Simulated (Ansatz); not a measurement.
## ZrO2, pressure series

Start from ZrO$_{2}$ in the fluorite structure (space group Fm-3m, No. 225).

```
CELL_PARAMETERS angstrom
      0.00000     2.54466     2.54466
      2.54466     0.00000     2.54466
      2.54466     2.54466     0.00000
ATOMIC_POSITIONS crystal
  Zr 0.00000 0.00000 0.00000
  O  0.25000 0.25000 0.25000
  O  0.75000 0.75000 0.75000
```

Cell and atoms are relaxed at each pressure.

All numbers come from r2SCAN (Ansatz, an electronic-structure program; PAW; 500 eV plane waves; no SOC).

Notes on the quantities. electron mass: degenerate bands, along [100].

```tsv
variant	smallest direct gap	electron mass	lattice parameter a
base	4.29 eV	0.53, 2.1 mₑ (at Γ)	5.089 Å
pressure −2 GPa	4.26 eV	0.54, 2.1 mₑ (at Γ)	5.103 Å
pressure −1 GPa	4.27 eV	0.54, 2.1 mₑ (at Γ)	5.096 Å
pressure 0.9 GPa	4.30 eV	0.53, 2.1 mₑ (at Γ)	5.083 Å
pressure 2.1 GPa	4.32 eV	0.53, 2.0 mₑ (at Γ)	5.076 Å
pressure 4.5 GPa	4.36 eV	0.52, 2.0 mₑ (at Γ)	5.061 Å
pressure 9 GPa	4.42 eV	0.51, 2.0 mₑ (at Γ)	5.034 Å
pressure 15 GPa	4.50 eV	0.49, 2.0 mₑ (at Γ)	5.001 Å
pressure 22.5 GPa	4.59 eV	0.47, 1.9 mₑ (at Γ)	4.964 Å
pressure 30 GPa	4.67 eV	0.46, 1.9 mₑ (at Γ)	4.929 Å
```

Load acts through the strain it causes; cell and atoms are relaxed under it. Effective masses come from finite differences of ±0.01 Å⁻¹. No phonon test of stability was made. No other phases were tried under pressure. This is not the structure that ZrO2 has at room temperature and ambient pressure.
